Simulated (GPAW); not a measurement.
Worked example: self-consistent single point of Fe (Im-3m, 1 atom in the cell) in GPAW.

Method of the run: PBE, GPAW PAW datasets PBE (gpaw-data 1.0.1) (plane waves; GPAW).

```
Fe
1.0
   -1.43070     1.43070     1.43070
    1.43070    -1.43070     1.43070
    1.43070     1.43070    -1.43070
Fe
1
Cartesian
  0.00000   0.00000   0.00000
```
Moments meant for the start (each program seeds them in its own way; μB, in the order of the atoms Fe): 2.5.

Reference input (self-consistent single point, DFT PBE, plane waves, GPAW PAW datasets PBE (gpaw-data 1.0.1)): spinpol = true; mode = pw; ecut = 800 eV; xc = PBE; kpts = 8 8 8; mesh shift (steps) = 0 0 0; occupations.name = methfessel-paxton; occupations.width = 0.1 eV; occupations.order = 0; nbands = -5; symmetry.symmorphic = false; symmetry.tolerance = 0.0005. This run's input differs from it in these lines:

```diff
@@ -16,3 +16,3 @@
             xc='PBE',
-            kpts={'size': (8, 8, 8), 'gamma': True},
+            kpts=(19, 19, 19),
             occupations={'name': 'methfessel-paxton', 'width': 0.1, 'order': 0},
```

Log, with long lists cut:

```
     iter     time        total  log10-change:  magmom
                         energy   eigst   dens
iter:   1 --:--:--    -8.948896                   +2.5044
iter:   2 --:--:--    -9.018688   -1.37  -1.48    +2.3126
iter:   3 --:--:--    -9.026466   -1.89  -1.49    +2.1544
iter:   4 --:--:--    -9.076613   -2.01  -1.83    +2.1956
iter:   5 --:--:--    -9.116253   -2.09  -1.43    +2.1856
iter:   6 --:--:--    -9.048109   -2.37  -1.63    +2.1695
iter:   7 --:--:--    -9.047299   -3.53  -2.46    +2.1793
iter:   8 --:--:--    -9.047720c  -4.38  -2.98    +2.2071
iter:   9 --:--:--    -9.048488c  -4.17  -2.91    +2.2102
iter:  10 --:--:--    -9.047768c  -4.18  -2.60    +2.2167
iter:  11 --:--:--    -9.047785c  -5.34  -3.27    +2.2144
iter:  12 --:--:--    -9.047786c  -6.79  -3.41    +2.2145
iter:  13 --:--:--    -9.047761c  -5.71  -3.36    +2.2147
iter:  14 --:--:--    -9.047762c  -5.73  -3.87    +2.2142
iter:  15 --:--:--    -9.047763c  -6.49  -4.20c   +2.2134
iter:  16 --:--:--    -9.047764c  -7.08  -4.39c   +2.2131
iter:  17 --:--:--    -9.047764c  -8.77c -4.28c   +2.2131
Converged after 17 iterations.

Dipole moment: (-0.000000, 0.000000, -0.000000) |e|*Ang

Total magnetic moment: (0.000000, 0.000000, 2.213108)
Local magnetic moments:
   0 Fe ( 0.000000,  0.000000,  2.255609)

Energy contributions relative to reference atoms: (reference = -34619.454600)

Kinetic:         +6.204707
Potential:       -5.269427
External:        +0.000000
XC:             -10.068427
Entropy (-ST):   -0.005048
Local:           +0.087908
SIC:             +0.000000
--------------------------
Free energy:     -9.050288
Extrapolated:    -9.047764

Spin contamination: 0.062361 electrons
Showing only first 2 kpts
                      Up                     Down
 Kpt  Band  Eigenvalues  Occupancy  Eigenvalues  Occupancy
  0     2      7.44757    1.00000      9.38700    0.99997
   [... lines left out ...]
  1     5      8.59812    1.00000     11.38834    0.00000

Fermi level: 9.66990

No gap
No difference between direct/indirect transitions
Energy (eV): -9.047764

Forces in eV/Ang:
  0 Fe    0.00000    0.00000    0.00000

Stress tensor:
     0.027680    -0.000000    -0.000000
    -0.000000     0.027680     0.000000
    -0.000000     0.000000     0.027680
Stress (GPa, Voigt): [ 4.4349  4.4349  4.4349  0.     -0.     -0.    ]
```

The run converged in 17 iterations. GPAW prints stress with tension positive. Against the reference run the free energy drops by 10.8 meV/atom, the pressure goes from -1.35 to -4.43 GPa and the size of the net moment goes from 2.35 to 2.21 μB/atom.

The starting cell has typed, rounded lattice constants, without a prior relaxation at this level. Its lattice was rescaled by up to half a per cent. With one magnetic atom in the cell only a parallel order is possible. With a pressure of about -4 GPa the cell is away from its equilibrium volume at this level.

Cost on one core of a shared machine: roughly 2 min.
